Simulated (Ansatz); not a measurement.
# Defect calculation: H interstitial in rock-salt LiF

Method: PBE, PAW (plane waves to 420 eV; Ansatz, an electronic-structure program). Cell: 64 sites, 2×2×2; final energies on a 2×2×2 shifted mesh. Site at the start: void with 4F4Li nearest. Charged cells carry a point-charge image correction with potential alignment at far atoms. Dielectric constants: PBE linear response of the host. Host gap at this level: 8.83 eV. These values are not converged in cell size to better than tenths of an eV. The semilocal functional narrows the gap, so deep levels can fall outside it. Spin–orbit coupling is left out. Each state is the lowest found from its start.

Formation energies E_f are given with the Fermi level at the valence-band maximum. Chemical conditions: F-rich (Δμ(H) = -2.74 eV, bounded by HF molecule; only phases computed here count, gases as isolated molecules at 0 K); Li-rich (Δμ(H) = -0.83 eV, bounded by LiH (Fm-3m); only phases computed here count, gases as isolated molecules at 0 K). Reference phases: H: H2 molecule in a box.

The name describes the start; the neighbours show where the added atom ended.

```json
[
 {"charge": "+1", "moment (μB)": "not spin-polarised", "point group": "D2h", "largest move off a lattice site (Å)": "0.41", "neighbours of the added atom at the end (Å)": "F 1.15, F 1.15, Li 1.84, Li 1.84", "image correction with alignment (eV)": "0.27", "E_f, F-rich (eV)": "0.55", "E_f, Li-rich (eV)": "-1.36"},
 {"charge": "0", "moment (μB)": "1.0", "point group": "Td", "largest move off a lattice site (Å)": "0.19", "neighbours of the added atom at the end (Å)": "Li 1.88, Li 1.88, Li 1.89, Li 1.89, F 1.95, F 1.95, F 1.95, F 1.95 (the shell may go on)", "image correction with alignment (eV)": "0.00", "E_f, F-rich (eV)": "6.35", "E_f, Li-rich (eV)": "4.45"},
 {"charge": "−1", "moment (μB)": "not spin-polarised", "point group": "Td", "largest move off a lattice site (Å)": "0.44", "neighbours of the added atom at the end (Å)": "Li 1.70, Li 1.71, Li 1.71, Li 1.71", "image correction with alignment (eV)": "0.20", "E_f, F-rich (eV)": "11.20", "E_f, Li-rich (eV)": "9.30"}
]
```

Point groups are those of the whole cell at tolerances of 0.03 and 0.1 Å ("near" where only the looser one holds); none is given for unsettled states.

No other site or start that was run ended lower by more than 0.1 eV.

Transition levels above the valence-band maximum: ε(+1/0) = 5.81 eV; ε(0/−1) = 4.85 eV. On the lower envelope of the bound states, inside the gap: (+1/−1) at 5.33 eV; the others aren't thermodynamic.

Flagged in the runs: a doubtful potential alignment.
